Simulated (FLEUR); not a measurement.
Input and output of a self-consistent single point for CaMg2 (P-3m1, 6 atoms in the cell) (FLEUR).

Method of the run: LDA (Perdew-Zunger), all-electron FLAPW (FLEUR), scalar-relativistic valence in FLEUR.

The change in words: lattice scaled by 0.98. Reference geometry:
```yaml
crystal:
  lattice:
    - [3.44507, 0.00000, 0.00000]
    - [-1.72253, 2.98352, 0.00000]
    - [0.00000, 0.00000, 16.88730]
  atoms:
    - { symbol: Ca, position: [0.66667, 0.33333, 0.09557] }
    - { symbol: Ca, position: [0.33333, 0.66667, 0.90443] }
    - { symbol: Mg, position: [0.33333, 0.66667, 0.26599] }
    - { symbol: Mg, position: [0.66667, 0.33333, 0.73401] }
    - { symbol: Mg, position: [0.66667, 0.33333, 0.42201] }
    - { symbol: Mg, position: [0.33333, 0.66667, 0.57799] }
```

Reference input (self-consistent single point, DFT, LDA (Perdew-Zunger), all-electron FLAPW (FLEUR), scalar-relativistic valence): Kmax = 3.8 1/bohr; GmaxXC = 15.2 1/bohr; xcFunctional = pz; jspins = 1; l_soc = F; mode = gauss; fermiSmearingEnergy = 0.00367493 Htr; mesh (inpgen div1-3) = 8 8 2; inpgen gamma flag = true; Gmax = 15.2 1/bohr; numbands = 0; maxIterBroyd = 25. This run's input differs from it in these lines:

```diff
@@ -3,5 +3,5 @@
 &input film=f /
-6.5102386298 0.0000000349 0.0000000000
--3.2551193451 5.6380320207 0.0000000000
-0.0000000000 0.0000000000 31.9123719844
+6.3800346279 -0.0000004417 0.0000000000
+-3.1900169315 5.5252722856 0.0000000000
+0.0000000000 0.0000000000 31.2741245447
 1.0
@@ -48,5 +48,5 @@
          <bravaisMatrix>
-            <row-1>    6.5102386297999999     0.0000000349000000     0.0000000000000000</row-1>
-            <row-2>   -3.2551193450999998     5.6380320206999999     0.0000000000000000</row-2>
-            <row-3>    0.0000000000000000     0.0000000000000000    31.9123719844000000</row-3>
+            <row-1>    6.3800346278999998    -0.0000004417000000     0.0000000000000000</row-1>
+            <row-2>   -3.1900169315000002     5.5252722855999998     0.0000000000000000</row-2>
+            <row-3>    0.0000000000000000     0.0000000000000000    31.2741245447000011</row-3>
          </bravaisMatrix>
```

Log, with long lists cut:

```
 Iteration:     1   Distance:       3.39360718 me/bohr^3
 Iteration:     2   Distance:       2.47716557 me/bohr^3
 Iteration:     3   Distance:       2.32851295 me/bohr^3
 Iteration:     4   Distance:       1.43007933 me/bohr^3
 Iteration:     5   Distance:       1.04789134 me/bohr^3
   [... 10 lines left out ...]
 Iteration:    16   Distance:       0.00020197 me/bohr^3
 Iteration:    17   Distance:       0.00006931 me/bohr^3
 Iteration:    18   Distance:       0.00007291 me/bohr^3
 Iteration:    19   Distance:       0.00000497 me/bohr^3
 Reset of history
 Run finished successfully
 Stop message:
   Structural relaxation: new displacements generated

[file out, last iteration]
             iter=     20
[...]
          total density-effective poten   -3.3798279420E+03
          total charge density-energy d   -1.3135185663E+02
 Updated energy parameters for spin:           1
[...]
 fermi energy and band-weighting factors:

[...]
FERMIE:
          first approx. to ef    (T=0)  :   0.132066 htr   (energy of the highest occ. eigenvalue)
          number of occ. states  (T=0)  :        603
          first approx. to seigv (T=0)  : -68.455348 htr
          sum of weights of occ. states :  30.039062
          sum of semicore charge        :   0.000000 e
          fermi energy=   0.13356 har   work function=  -3.63447 ev
          number of valence electrons=  60.00000
   [... lines left out ...]
          total moment                 =     0.00000
 Direct bandgap for spin            1 :    6.1407947173669486E-003  Htr
 ---->    free energy=                     -2155.6061790046 htr
   [... lines left out ...]
 TOTAL FORCE FOR ATOM TYPE=  1  X= -3.190   Y=  1.842   Z=  2.989
                       FX_TOT= 0.000000 FY_TOT= 0.000000 FZ_TOT= 0.002566
 TOTAL FORCE FOR ATOM TYPE=  2  X=  3.190   Y= -1.842   Z=  8.319
                       FX_TOT= 0.000000 FY_TOT= 0.000000 FZ_TOT= 0.001871
 TOTAL FORCE FOR ATOM TYPE=  3  X= -3.190   Y=  1.842   Z= 13.198
                       FX_TOT= 0.000000 FY_TOT= 0.000000 FZ_TOT=-0.000889
```

The run converged in 19 iterations. FLEUR gives forces in its relaxation mode, with a further iteration, so its stop message speaks of a relaxation. Against the reference run the total energy goes down by 12.2 meV/atom and the largest force goes from 0.149 to 0.132 eV/Å.

The starting cell comes from a database of computed structures (which also holds hypothetical and non-ambient phases and stackings), without a prior relaxation at this level. For this run, on top of that: lattice scaled by 0.98. Values depend on the basis (sphere radii, cutoffs, local orbitals), which need not be converged. The log's line on a gap gives a spacing of levels on this mesh, which the program prints for metals too.

Cost on one core of a shared machine: roughly 7 min.
